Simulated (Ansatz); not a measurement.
Base system: InAs in the zinc blende structure (space group F-43m, No. 216).

```
CELL_PARAMETERS angstrom
      0.00000     3.01303     3.01303
      3.01303     0.00000     3.01303
      3.01303     3.01303     0.00000
ATOMIC_POSITIONS crystal
  In 0.00000 0.00000 0.00000
  As 0.25000 0.25000 0.25000
```

Cartesian axes are those of the cell as printed.

Computed with LDA, PAW, 420 eV (Ansatz, a first-principles code; without spin-orbit coupling).

Strains are applied to the cell and any free atomic positions relax; under biaxial strain the out-of-plane vector relaxes too.

One change was made to it. Results:

The energy rises by 13 meV/atom; the pressure (mean of the normal stresses, compression positive) goes from zero to 1.7 GPa; the shortest interatomic distance drops by 2.2 pm (260.9 pm → 258.7 pm).

Name the change that was made.
A. biaxial strain −2.00 %, plane normal [001], relaxed out of plane
B. biaxial strain −0.50 %, plane normal [001], relaxed out of plane
C. biaxial strain −3.00 %, plane normal [001], relaxed out of plane
D. biaxial strain −2.50 %, plane normal [001], relaxed out of plane

C, biaxial strain −3.00 %, plane normal [001], relaxed out of plane. For comparison, the energy relative to the base in the other runs: biaxial strain −2.00 %, plane normal [001], relaxed out of plane gives +5.6 meV/atom; biaxial strain −2.50 %, plane normal [001], relaxed out of plane gives +8.8 meV/atom; biaxial strain −0.50 %, plane normal [001], relaxed out of plane gives +0.3 meV/atom.

The mesh was chosen for an insulator and is coarse for the gapless case. No phonon test of stability was made. All final runs are without spin polarisation.
